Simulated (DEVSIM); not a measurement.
System: abrupt Si p-n junction, at 450 K.

Layer 1 from the left is Si, thickness (μm) 73.0, Na (cm⁻³) 6.8e16, τn (s) 1.1e-7, τp (s) 1.1e-7. Layer 2 from the left is Si, thickness (μm) 4.40, Nd (cm⁻³) 8.4e15, τn (s) 1.1e-7, τp (s) 1.1e-7.

Left contact: ohmic. Right contact: ohmic. Voltage is applied to the left contact. Recombination: SRH at mid-gap, Auger. Mobility is μmin + (μ − μmin)/(1 + (N/Nref)^α).

The device is made up for the run: typed textbook-type constants, with dimensions and the other settings drawn at random. Values at 300 K; Nc and Nv go as T^1.5, mobilities as T to minus their exponent, the gap by Varshni's rule with the affinity fixed.

Si: gap (eV) 1.124, affinity (eV) 4.05, permittivity 11.7, Nc (cm⁻³) 2.86e19, Nv (cm⁻³) 3.1e19, μn (cm²/Vs) 1417, μp (cm²/Vs) 470, μn,min 52, μp,min 45, Nref,n 9.7e16, Nref,p 2.2e17, αn 0.68, αp 0.72, T exponent of μn 2.3, T exponent of μp 2.2, Cn (cm⁶/s) 2.8e-31, Cp (cm⁶/s) 9.9e-32, Varshni α (eV/K) 0.000473, Varshni β (K) 636.

DEVSIM, 1D drift-diffusion, Boltzmann statistics, complete ionisation; no tunnelling, impact ionisation, image-force lowering or self-heating.

Dark forward current:

```tsv
|V| (V)	|J| (A/cm²)
0.05	0.002503
0.10	0.01113
0.15	0.04137
0.20	0.1471
0.25	0.5026
0.30	1.562
0.35	4.037
0.40	8.318
0.45	14.21
0.50	21.32
0.55	29.35
0.60	38.10
0.65	47.47
0.70	57.39
0.75	67.84
0.80	78.81
0.85	90.29
0.90	102.3
0.95	114.8
1.00	127.9
1.05	141.6
1.10	155.9
1.15	170.7
1.20	186.2
1.25	202.3
1.30	219.1
```

**Question.** Work out the local ideality factor n = ΔV / (kT/q · ln(J2/J1)) between the rows 0.20 and 0.25 V, 1.25 and 1.30 V.

**Answer.** kT/q = 38.78 mV. From 0.20 to 0.25 V: ln(0.5026/0.1471) = 1.229, n = 1.05, near the 1 of diffusion or emission over a barrier. From 1.25 to 1.30 V: ln(219.1/202.3) = 0.080, n = 16.16.

**Question.** Estimate the current at 0.20 V from the Shockley equation with J0 = Σ q ni² D/(N L) coth(W/L), τ joining the SRH, radiative and Auger lifetimes that are on, and W taken as the whole layer.

**Answer.** ni² = 2.33e27 cm⁻⁶; electrons in the p layer: μ = 321 cm²/Vs, D = 12.5 cm²/s, τ = 1.10e-7 s, L = 11.7 μm, W/L = 6.2, term 5.84e-5 A/cm²; holes in the n layer: μ = 177 cm²/Vs, D = 6.88 cm²/s, τ = 1.10e-7 s, L = 8.70 μm, W/L = 0.51, term 0.000752 A/cm². J0 = 0.000811 A/cm², and J = J0 exp(qV/kT) = 0.141 A/cm². The simulation gives 0.147 A/cm²; the estimate lies 4.3 % below. The estimate leaves out recombination in the depletion region and that region's share of W.
